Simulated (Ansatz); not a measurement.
MgO under load (space group I4/mmm), PBEsol, rigid bands in Ansatz (a program for electronic structure). Condition of this run: biaxial strain xx = yy = +1.5 %, z clamped. Band gap 4.33 eV, N_c = 5.06e18 cm⁻³ and N_v = 2.27e20 cm⁻³ at 300 K, conductivity masses along y (a = (0.00, 2.14, 2.11) Å; b = (2.14, 0.00, 2.11) Å; c = (2.14, 2.14, 0.00) Å) of 0.337 mₑ (electrons) and 2.31 mₑ (holes). Take k_BT = 0.02585 eV.

Question: A film of it is 3 nm thick, with its normal along the direction named. Estimate the confinement energies in an infinite well.

Answer: ħ²π²/(2m t²) = 0.376 eV·nm²/(m/mₑ × t²) gives 124 meV for electrons and 18.1 meV for holes, so the gap would widen to about 4.47 eV. Finite barriers and nonparabolic bands lower this, and with several valleys or bands the heaviest mass along the normal sets the lowest level, not this average.

Question: What thermal injection velocity √(2k_BT/πm) limits a ballistic channel along the direction named?

Answer: 9.27e6 cm/s for electrons and 3.54e6 cm/s for holes, a ratio of √(m_h/m_e) = 2.62, for dilute carriers.

Question: Find the intrinsic carrier density and the intrinsic Fermi level.

Answer: n_i = √(N_c N_v) exp(−E_g/2k_BT) = 3.39e19 × exp(−83.75) = 1.4e-17 cm⁻³. The level lies (k_BT/2) ln(N_v/N_c) = 49 meV from mid-gap (positive towards the conduction band). Each 0.1 eV added to the gap lowers n_i by a factor of 6.9.

Rigid bands with the computed gap; masses take one relaxation time for all states. Spin-orbit coupling is left out.
